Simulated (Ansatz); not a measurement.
C (model structure, I4/mmm, No. 139), treated with G0W0@PBEsol in Ansatz (plane waves, hard PAW, contour deformation).

The cell is the one relaxed with PBEsol. Conventional cell: a = 4.3564 Å, b = 4.3564 Å, c = 2.4989 Å, α = 90.00°, β = 90.00°, γ = 90.00°.

The quasiparticle gap at Γ at a fixed k mesh 2×2×2:

| response cutoff | value (eV) |
|---|---|
| 200 eV, 280 empty bands | 6.876 |
| 250 eV, 391 empty bands | 6.903 |
| 300 eV, 514 empty bands | 6.916 |
| 400 eV, 791 empty bands | 6.928 |

Q: Taking the value to converge with the response cutoff E as E^(−3/2), extrapolate from the last two rows.

A: With y = y∞ + c/w and weights w = 5196 and 8000 for the last two rows, y∞ = (w2 y2 − w1 y1)/(w2 − w1) = (8000 × 6.928 − 5196 × 6.916)/2804 = 6.950 eV, which lies 0.022 beyond the last row. Successive pairs of rows give 6.971, 6.957, 6.950. The limit also hangs on the law assumed, so its last digits aren't firm.

The other settings are not extrapolated, so this is the limit in one setting alone.

The smallest gap on this mesh is 5.60 eV, away from Γ.

A model structure was made by putting elements into a prototype or built by hand; it is no filed structure, need not be a known phase, and can be a saddle point held by its symmetry.

Ansatz is a program for electronic structure.
